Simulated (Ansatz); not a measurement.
How far PBE and PBEsol part for Pt, pressure 15 GPa

The parent structure is Pt in the fcc (Cu type) structure (space group Fm-3m, No. 225; a = 3.970 Å).

(Cell as relaxed with PBE.)

Levels (all Ansatz, a program for electronic structure, PAW, earlier PAW set): PBE (420 eV, no spin-orbit coupling); PBEsol (420 eV, no spin-orbit coupling).

Each level relaxes its own structure.

```
base                      PBE    PBEsol
-------------------  --------  --------
volume per atom      15.64 Å³  15.04 Å³
lattice parameter a   3.970 Å   3.918 Å
band gap                 zero      zero
```

One thing is altered: cell and atoms relaxed at a pressure of 15 GPa.

```json
[
 {"quantity": "lattice parameter a", "PBE": "3.901 Å", "PBEsol": "?"},
 {"quantity": "band gap", "PBE": "zero", "PBEsol": "?"}
]
```

Q: Predict the PBEsol column.

A: 
- lattice parameter a, PBEsol: 3.858 Å
- band gap, PBEsol: zero

PBE's lattice parameter a lies 0.043 Å above PBEsol's (1.1 %); the two agree on the band gap. Neither level is exact; PBEsol is the comparison here, not a measurement.

Load acts through the strain it causes; cell and atoms are relaxed under it. Stability against distortions was not tested. No other phases were tried under pressure. All final runs are without spin polarisation.
